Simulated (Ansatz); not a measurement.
# In2TeO2 (model structure, started from the La2SO2 type, P-3m1, No. 164, 5 atoms in the cell): properties by level of theory

```
level (code)     equilibrium lattice constant a (Å)  lattice parameter c (Å)  bulk modulus B0 (GPa)  cohesive energy (eV/atom)
---------------  ----------------------------------  -----------------------  ---------------------  -------------------------
LDA (Ansatz)                                  3.713                    7.087                    105                       4.54
PBE (Ansatz)                                  3.804                    7.281                   83.4                       3.56
PBEsol (Ansatz)                               3.746                    7.166                   96.6                       3.99
r²SCAN (Ansatz)                               3.789                    7.069                   99.9                       3.65
```

Caveats: the bulk modulus is −V dP/dV from two relaxed cells at ±2 % in volume (LDA, PBE, PBEsol, r²SCAN). Ansatz's density-functional and Hartree–Fock values are scalar-relativistic unless marked +SOC, with PAW data made under PBE.

Free atoms are spin-polarised, in the lowest state found; at levels without +SOC their spin–orbit coupling is left out.

The computed numbers hold no vibrational or temperature effects.

A model structure was made by putting elements into a prototype or built by hand; it is no filed structure, need not be a known phase, and can be a saddle point held by its symmetry.

Ansatz is a first-principles code.
